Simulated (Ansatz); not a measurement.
## What pressure 30 GPa does to TiAl

The reference is TiAl (space group P4/mmm, No. 123; a = 2.768 Å, c = 3.996 Å).

The change: cell and atoms relaxed at a pressure of 30 GPa.

Level of theory: LDA in Ansatz (plane waves to 420 eV, PAW, no spin-orbit coupling). Settings: 17×17×12 k-points, 0.05 eV Fermi–Dirac smearing.

| quantity | base | changed | shift |
|---|---|---|---|
| density | 4.06 g/cm³ | 4.82 g/cm³ | +0.76 g/cm³ |
| lattice parameter a | 2.768 Å | 2.622 Å | -0.1453 Å |
| c/a ratio | 1.444 | 1.431 | -0.013 |
| enthalpy H = E + PV relative to the base's energy | – | +2.61 eV/atom | – |
| band gap | zero | zero | – |

Final structure:

```xyz
2
Lattice="2.6222 0.0000 0.0000 0.0000 2.6222 0.0000 0.0000 0.0000 3.7513" Properties=species:S:1:pos:R:3 pbc="T T T"
Ti     0.0000     0.0000     0.0000
Al     1.3111     1.3111     1.8757
```

Load acts through the strain it causes; cell and atoms are relaxed under it. Whether these cells are dynamically stable was not tested. Competing high-pressure phases were not computed. The final runs are not spin-polarised.

Ansatz is a quantum-chemistry and plane-wave program.
